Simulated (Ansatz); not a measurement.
## Pressure series in Al2O3

Take Al₂O₃ in the corundum structure (space group R-3c, No. 167; a = 4.774 Å, c = 13.015 Å (hexagonal axes)) as the base.

Cell and atoms are relaxed at each pressure.

Level of theory: PBEsol (Ansatz, a program for electronic structure; PAW; 420 eV plane waves; no spin-orbit coupling).

```
pressure (GPa)  band gap (eV)
--------------  -------------
-2                       5.93
-1                       5.98
0                        6.03
0.9                      6.07
2.1                      6.13
4.5                         ?
9                        6.45
15                       6.70
```

Problem. Fit E_g = E₀ + αP + βP² to the rows shown and predict the withheld row.

Solution. Least squares on the printed values gives E₀ = 6.03 eV, α = 49.3 meV/GPa, β = -0.30 meV/GPa² (largest residual 0.00 eV); this predicts 6.24 eV, and the run gives 6.24 eV, in agreement.

Load acts through the strain it causes; cell and atoms are relaxed under it. Whether these cells are dynamically stable was not tested. Competing high-pressure phases were not computed.
